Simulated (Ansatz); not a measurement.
Where the default PAW files enter, the runs use the earlier of Ansatz's two default sets.

The decay constant κ of evanescent states in the gap governs leakage through a thin film.

Input:

```yaml
crystal:
  lattice:
    - [4.80503, 0.00000, 0.00000]
    - [-2.40252, 4.16128, 0.00000]
    - [2.40251, 1.38709, 4.37208]
  atoms:
    - { symbol: Al, position: [0.70420, 0.85210, 0.44370] }
    - { symbol: Al, position: [0.29580, 0.14790, 0.55630] }
    - { symbol: Al, position: [0.29580, 0.64790, 0.05630] }
    - { symbol: Al, position: [0.70420, 0.35210, 0.94370] }
    - { symbol: O, position: [0.50000, 0.44386, 0.75000] }
    - { symbol: O, position: [0.50000, 0.55614, 0.25000] }
    - { symbol: O, position: [0.80614, 0.05614, 0.75000] }
    - { symbol: O, position: [0.19386, 0.94386, 0.25000] }
    - { symbol: O, position: [0.19386, 0.75000, 0.75000] }
    - { symbol: O, position: [0.80614, 0.25000, 0.25000] }
```

Space group of this cell: R-3c, corundum. The cell is taken as given; by LDA its mean pressure is -11.6 GPa.

Transport runs along the normal of the first two printed cell vectors, the (001) plane of the conventional cell.

The gap is the functional's own. No spin-orbit coupling. Mid-gap values are interpolated on the energy grid.

**Question.** Predict the band gap and the smallest decay constant κ at mid-gap from LDA (Ansatz, a quantum-chemistry and plane-wave program).

**Answer.** Gap 5.82 eV on a 8×8×8 mesh; κ = 0.362 1/Å, at the zone centre.
